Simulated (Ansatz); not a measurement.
**Response to strain in Ti**

Base system: Ti in the hcp (Mg type) structure (space group P6_3/mmc, No. 194; a = 2.936 Å, c = 4.640 Å; relaxed with 0.1 eV smearing). Axes: x lies along a and z along c of the hexagonal cell.

Strains are applied to the cell and any free atomic positions relax.

All numbers come from plane-wave PAW DFT at the r2SCAN level (Ansatz, a quantum-chemistry and plane-wave program, 500 eV), spin-orbit coupling left out.

Notes on the quantities. pressure: mean of the normal stresses, compression positive; energy relative to the base: free energy F.

| case | pressure | energy relative to the base | shortest interatomic distance |
|---|---|---|---|
| base | 0.0 GPa | 0 meV/atom | 2.874 Å |
| uniaxial strain ε_xx = +0.50 % | -0.6 GPa | +0.2 meV/atom | 2.874 Å |
| uniaxial strain ε_xx = +1.00 % | -1.1 GPa | +0.9 meV/atom | 2.875 Å |
| uniaxial strain ε_xx = +1.50 % | -1.7 GPa | +2.1 meV/atom | 2.876 Å |
| uniaxial strain ε_xx = +2.00 % | -2.2 GPa | +3.7 meV/atom | 2.878 Å |
| uniaxial strain ε_xx = +2.50 % | ___ | ___ | ___ |
| uniaxial strain ε_xx = +3.00 % | -3.3 GPa | +8.1 meV/atom | 2.880 Å |

**Question.** Complete the table.

**Answer.** 
- uniaxial strain ε_xx = +2.50 %, pressure: -2.8 GPa
- uniaxial strain ε_xx = +2.50 %, energy relative to the base: +5.7 meV/atom
- uniaxial strain ε_xx = +2.50 %, shortest interatomic distance: 2.879 Å

Whether these cells are dynamically stable was not tested. All final runs are without spin polarisation.
